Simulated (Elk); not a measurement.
Elk run on RePt (R-3m, 2 atoms in the cell): self-consistent single point.

Method: PBEsol, all-electron FP-LAPW, Elk's shipped species files, APW+lo basis with extra local orbitals (Elk).

```
CELL_PARAMETERS angstrom
      1.38619     0.80032     4.57273
     -1.38619     0.80032     4.57273
      0.00000    -1.60063     4.57273
ATOMIC_POSITIONS crystal
  Re 0.50000 0.50000 0.50000
  Pt 0.00000 0.00000 0.00000
```

Reference input (self-consistent single point, DFT, LDA (PW92), all-electron FP-LAPW, Elk's shipped species files, APW+lo basis with extra local orbitals): xctype = 3; rgkmax = 7.5; stype = 3; swidth = 0.00499791 Ha; ngridk = 15 15 15; tforce = true; gmaxvr = 18 1/bohr; lmaxapw = 10; lmaxo = 8; nxlo = 2; lorbcnd = true; lradstp = 2. This run's input differs from it in these lines:

```diff
@@ -4,3 +4,3 @@
 xctype
-  3
+  22
```

Output (repeated stretches shortened):

```
│ Self-consistent loop started │
│ Loop number : 1 │
 total energy                :     -35143.0912153
│ Loop number : 2 │
 total energy                :     -35144.3640815
RMS change in Kohn-Sham potential (target) :   0.3756558119     (  0.1000000000E-05)
Absolute change in total energy (target)   :    1.272866247     (  0.1000000000E-03)
│ Loop number : 3 │
 total energy                :     -35151.0645053
RMS change in Kohn-Sham potential (target) :   0.2946465517     (  0.1000000000E-05)
Absolute change in total energy (target)   :    7.018640303     (  0.1000000000E-03)
│ Loop number : 4 │
   [... lines left out ...]
Absolute change in total energy (target)   :   0.6458993521E-03 (  0.1000000000E-03)
│ Loop number : 15 │
 total energy                :     -35154.8008626
RMS change in Kohn-Sham potential (target) :   0.9776710200E-06 (  0.1000000000E-05)
Absolute change in total energy (target)   :   0.2020549873E-03 (  0.1000000000E-03)
│ Loop number : 16 │
 total energy                :     -35154.8008841
RMS change in Kohn-Sham potential (target) :   0.4485708155E-06 (  0.1000000000E-05)
Absolute change in total energy (target)   :   0.7198498497E-04 (  0.1000000000E-03)
Convergence targets achieved

│ Loop number : 17 │

Energies :
 Fermi                       :     0.510390661289
 total energy                :     -35154.8008433

Density of states at Fermi energy :    45.58101978
 (states/Hartree/unit cell)

Estimated indirect band gap :   0.2489741987E-03
 from k-point    279 to k-point    262
Estimated direct band gap   :   0.2813258823E-02
 at k-point    262

Charges :
 core                        :    94.00000000
 valence                     :    59.00000000
 interstitial                :    3.587301799
 muffin-tins (core leakage)
  species :    1 (Re)
   atom    1                 :    72.96905484     (  0.7026984790E-06)
  species :    2 (Pt)
   atom    1                 :    76.44364336     (  0.9031391526E-03)
 total in muffin-tins        :    149.4126982
   [... lines left out ...]
   total force               :     0.00000000    0.00000000   -0.00000000
   total magnitude           :     0.00000000
 species :    2 (Pt)
  atom :    1
   Hellmann-Feynman          :     0.00000000    0.00000000   -0.00000000
   IBS                       :     0.00000000    0.00000000    0.00000000
   total force               :     0.00000000    0.00000000    0.00000000
   total magnitude           :     0.00000000
```

The run converged in 17 iterations. The count includes the last loop, which Elk runs after its targets are met. 

The starting cell comes from a database of computed structures (which also holds hypothetical and non-ambient phases and stackings), without a prior relaxation at this level. Spin-orbit coupling is off. Spin polarisation is off. Values depend on the basis (sphere radii, cutoffs, local orbitals), which need not be converged. The log's line on a gap gives a spacing of levels on this mesh, which the program prints for metals too.

Cost on one core of a shared machine: roughly 6 min.
